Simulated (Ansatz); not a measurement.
The starting structures come from a database of crystals and need not be the phases stable at ambient conditions.

By PBEsol, the system below comes out a metal.

A figure of merit of an interconnect metal is its ballistic conductance per area.

```yaml
crystal:
  lattice:
    - [3.13112, 0.00000, 0.00000]
    - [0.00000, 3.13112, 0.00000]
    - [1.56556, -1.56556, 8.46067]
  atoms:
    - { symbol: B, position: [0.59369, 0.90631, 0.81262] }
    - { symbol: B, position: [0.34369, 0.65631, 0.31262] }
    - { symbol: B, position: [0.65631, 0.34369, 0.68738] }
    - { symbol: B, position: [0.90631, 0.59369, 0.18738] }
    - { symbol: W, position: [0.44688, 0.05312, 0.10624] }
    - { symbol: W, position: [0.19688, 0.80312, 0.60624] }
    - { symbol: W, position: [0.80312, 0.19688, 0.39376] }
    - { symbol: W, position: [0.05312, 0.44688, 0.89376] }
```

Space group of this cell: I4_1/amd. The cell is taken as given; by PBEsol its mean pressure is -3.8 GPa.

The current flows along the normal of the first two printed cell vectors, the (001) plane of the conventional cell. No spin-orbit coupling; the value is a mean over 0.1 eV about the Fermi level.

### Question
State the ballistic conductance per area according to PBEsol (Ansatz, a program for electronic structure).

### Answer
0.57 × 10¹⁵ S/m² for both spins.
